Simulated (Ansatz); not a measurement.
# InSb: In → Ga

The reference is InSb in the wurtzite structure (space group P6_3mc, No. 186; a = 4.624 Å, c = 7.614 Å; a cell from a computed database, its experimental status unchecked).

The change: Ga takes the place of In on all its sites; the structure is relaxed again.

Method: DFT with r2SCAN, PAW potentials and a 500 eV plane-wave cutoff in Ansatz (a quantum-chemistry and plane-wave program), spin-orbit coupling left out, earlier PAW set. Γ-centred 12×12×7 mesh, Fermi–Dirac width 0.05 eV, for the changed cell.

```json
{
 "volume_per_atom": "28.83 Å³ (base 35.24 Å³)",
 "density": "5.51 g/cm³ (base 5.57 g/cm³)",
 "lattice_parameter_a": "4.321 Å (base 4.624 Å)",
 "c/a ratio": "1.650 (base 1.647)",
 "space_group": "P6_3mc (No. 186) (base P6_3mc (No. 186))",
 "shortest_interatomic_distance": "2.652 Å (base 2.837 Å)",
 "band_gap": "0.41 eV (uncertain: the Fermi level lies in a band; the base alone) (base 0.05 eV)"
}
```

Final structure:

```
GaSb
1.0
    4.32138     0.00000     0.00000
   -2.16069     3.74243     0.00000
    0.00000     0.00000     7.13059
Ga Sb
2 2
Direct
  0.33333   0.66667   0.98807
  0.66667   0.33333   0.48807
  0.33333   0.66667   0.36193
  0.66667   0.33333   0.86193
```

Spin-orbit coupling, missing from the scalar runs, can matter with Sb. Whether these cells are dynamically stable was not tested. For GaSb in this form, whether it has been made was not checked. The base started in Cmc2_1 and relaxed to P6_3mc at this level. This is not the structure that GaSb has at room temperature and ambient pressure. This is not the structure that InSb has at room temperature and ambient pressure. A zero or small gap of InSb can be the functional's error rather than a property of the material.
